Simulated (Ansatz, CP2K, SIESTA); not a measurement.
Code comparison for Bi2Pd (P1, 3 atoms in the cell)

Self-consistent single point, at a second geometry (atoms moved at random). First geometry:

```
CELL_PARAMETERS angstrom
     -1.69334     1.69334     6.62347
      1.69334    -1.69334     6.62347
      1.69334     1.69334    -6.62347
ATOMIC_POSITIONS crystal
  Bi 0.63232 0.63232 0.00000
  Bi 0.36768 0.36768 0.00000
  Pd 0.00000 0.00000 0.00000
```

Second geometry:
```
Bi2Pd
1.0
   -1.69334     1.69334     6.62347
    1.69334    -1.69334     6.62347
    1.69334     1.69334    -6.62347
Bi Pd
2 1
Direct
  0.63518   0.62530   0.99542
  0.36037   0.37741   0.99372
  0.00445   0.99728   0.01086
```

Shared settings, as Ansatz (a quantum-chemistry and plane-wave program) writes them: kpoints.mp_grid.grid = 9 9 9; scf.occupations.method = fermi_dirac; scf.occupations.width = 0.1 eV. Potentials and cutoffs stand in the table.

```csv
code,model,ΔF from the first geometry (meV/atom),pressure (GPa),largest force (eV/Å),cutoff
CP2K,"PBEsol, GPW, DZVP-MOLOPT-SR-GTH basis, GTH-PBE potentials (GTH_POTENTIALS)",14.7,2.13,0.733,grid 500 Ry
SIESTA,"GGA PBEsol, numerical atomic orbitals DZP, PseudoDojo PBEsol standard norm-conserving potentials (rewritten from UPF to PSML)",13.4,-1.11,0.672,grid 350 Ry
Ansatz,"PBEsol, PAW files made with PBE",7.7,-1.35,0.391,420 eV
```

Size of the force on each atom (eV/Å): Sizes of forces hide their directions.

```
code      Bi1    Bi2    Pd3
------  -----  -----  -----
CP2K    0.323  0.733  0.432
SIESTA  0.244  0.672  0.453
Ansatz  0.070  0.391  0.333
```

On Ansatz's run: spin-orbit coupling is off. Spin polarisation is off.

The spread over the programs that give each value: ΔF from the first geometry within 7.0 meV/atom; pressure within 3.48 GPa; largest force within 0.342 eV/Å.

CP2K and SIESTA use small atom-centred bases, whose incompleteness enters pressures, forces and empty levels differently from a plane-wave cutoff. Ansatz's pressure is given at a fixed set of plane waves, as the other plane-wave codes print theirs.

The starting cell comes from a database of computed structures (which also holds hypothetical and non-ambient phases and stackings), without a prior relaxation at this level. For this run, on top of that: atoms moved at random.

Keys are those of Ansatz 0.2.
